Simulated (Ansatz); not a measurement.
The starting structures come from a database of crystals and need not be the phases stable at ambient conditions.

By PBEsol, the system below comes out a metal.

The ballistic (Sharvin) conductance counts the channels at the Fermi level: G/A = (e²/h) × channels of both spins per area.

Given:

```xyz
8
Lattice="4.7746 0.0000 0.0000 0.0000 6.0564 0.0000 0.0000 0.0000 5.2154" Properties=species:S:1:pos:R:3 pbc="T T T"
Ag     2.3873     0.0000     3.5228
Ag     0.0000     3.0282     1.6926
Ag     0.0000     4.5340     4.3575
Ag     0.0000     1.5224     4.3575
Ag     2.3873     4.5506     0.8579
Ag     2.3873     1.5058     0.8579
Sn     0.0000     0.0000     1.7231
Sn     2.3873     3.0282     3.4923
```

The cell is taken as given; by PBEsol it stands under a pressure of -3.3 GPa.

The current flows along the normal of the first two printed cell vectors. No spin-orbit coupling; the value is a mean over 0.1 eV about the Fermi level.

Task: State the ballistic conductance per area according to PBEsol run with Ansatz (a quantum-chemistry and plane-wave program).

Result: 0.53 × 10¹⁵ S/m² for both spins.
